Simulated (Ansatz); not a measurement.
```
CELL_PARAMETERS angstrom
      0.00032    -4.71019    -4.29054
     -0.00032     4.71019    -4.29054
      5.44325    -0.00037     4.29054
ATOMIC_POSITIONS crystal
  Ru 0.58314 0.41686 0.24994
  Ru 0.20734 0.54221 0.00007
  Ru 0.70785 0.04272 0.00007
  Os 0.33505 0.16601 0.74997
  Os 0.45885 0.79105 0.50008
  Os 0.95904 0.29123 0.50008
  Ru 0.08308 0.91679 0.24994
  Os 0.83396 0.66492 0.74997
  Ru 0.54121 0.20817 0.49939
  Os 0.16597 0.33363 0.24961
  Os 0.66592 0.83315 0.24907
  Ru 0.29094 0.95946 0.00040
  Os 0.41780 0.58277 0.75057
  Ru 0.91801 0.08278 0.75079
  Ru 0.04092 0.70833 0.49925
  Os 0.79091 0.45991 0.00082
```

The mixing enthalpy is taken against the end members in the hexagonal close-packed type, relaxed in the same cell and mesh.

Level of theory: r2SCAN (plane waves to 500 eV, PAW; Ansatz, a first-principles code). Spin–orbit coupling is left out; the runs are not spin-polarised. Its k-point mesh 6×6×6, Fermi–Dirac width 0.05 eV.

**Question.** Give the composition and order of this alloy cell, and its volume, bond lengths and mixing enthalpy.

**Answer.** A 16-atom cell of (Ru,Os) started in the hexagonal close-packed structure, site fractions Ru 0.500, Os 0.500, short-range order -0.21 among the nearest mixed sites (0 is random, a negative value favours unlike neighbours), space group Cm at the end.
```
Item                                                                                                    Value
----------------------------------------------------------  -------------------------------------------------
volume per atom                                                                                      13.75 Å³
Os–Ru bonds                                                      2.692 Å on average, from 2.653 to 2.737 (58)
Ru–Ru bonds                                                      2.687 Å on average, from 2.656 to 2.733 (19)
Os–Os bonds                                                      2.685 Å on average, from 2.651 to 2.727 (19)
mixing enthalpy per site of the mixed sublattice                                                      -12 meV
departure of the mean lattice parameter from Vegard's line  under 0.15 %, inside the noise of the relaxations
```
